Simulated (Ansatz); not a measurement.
The starting structures come from a database of crystals and need not be the phases stable at ambient conditions.

Inside the gap of an insulator the Bloch states are evanescent, with a wavenumber k + iκ along the transport direction.

Data:

```
CaPbO3
1.0
    5.67799     0.00000     0.00000
    0.00000    10.10074     0.00000
    0.00000    -3.47908     4.79972
Ca Pb O
4 4 12
Direct
  0.01799   0.25000   0.31071
  0.98201   0.75000   0.68929
  0.51799   0.75000   0.18929
  0.48201   0.25000   0.81071
  0.50000   0.00000   0.00000
  0.00000   0.00000   0.50000
  0.00000   0.50000   0.00000
  0.50000   0.50000   0.50000
  0.31001   0.43404   0.73877
  0.68999   0.56596   0.26123
  0.81001   0.56596   0.76123
  0.18999   0.43404   0.23877
  0.18999   0.06596   0.87069
  0.81001   0.93404   0.12931
  0.68999   0.93404   0.62931
  0.31001   0.06596   0.37069
  0.87377   0.25000   0.68997
  0.12623   0.75000   0.31003
  0.37377   0.75000   0.81003
  0.62623   0.25000   0.18997
```

Space group of this cell: Pnma. The cell is taken as given; by r2SCAN its mean pressure is -0.9 GPa.

Transport runs along the normal of the first two printed cell vectors.

The gap is the functional's own. No spin-orbit coupling. Mid-gap values are interpolated on the energy grid.

### Question
Compute, with r2SCAN run with Ansatz (a first-principles code), the band gap and the smallest decay constant κ at mid-gap.

### Answer
Gap 1.20 eV on a 6×6×6 mesh; κ = 0.208 1/Å, at the zone centre.
